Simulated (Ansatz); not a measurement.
## NiSi, pressure series

Start from NiSi (space group Pnma, No. 62; a = 5.123 Å, b = 3.342 Å, c = 5.568 Å; non-magnetic).

Cell and atoms are relaxed at each pressure.

All numbers come from Kohn–Sham DFT with the r2SCAN functional, run in Ansatz (a first-principles code) with PAW and 500 eV plane waves, without spin-orbit coupling, earlier PAW set.

Notes on the quantities. enthalpy: H = E + PV relative to the base's energy.

| case | enthalpy | volume per atom |
|---|---|---|
| base | – | 11.92 Å³ |
| pressure −2 GPa | -0.15 eV/atom | 12.05 Å³ |
| pressure −1 GPa | -0.07 eV/atom | 11.98 Å³ |
| pressure 0.3 GPa | +0.02 eV/atom | 11.90 Å³ |
| pressure 0.7 GPa | +0.05 eV/atom | 11.87 Å³ |
| pressure 1.5 GPa | +0.11 eV/atom | 11.82 Å³ |
| pressure 3 GPa | +0.22 eV/atom | 11.72 Å³ |
| pressure 5 GPa | +0.37 eV/atom | 11.60 Å³ |
| pressure 7.5 GPa | +0.55 eV/atom | 11.46 Å³ |
| pressure 10 GPa | +0.72 eV/atom | 11.33 Å³ |

Load acts through the strain it causes; cell and atoms are relaxed under it. Stability against distortions was not tested. Competing high-pressure phases were not computed. Seeded moments were not kept for the base. All final runs are without spin polarisation.
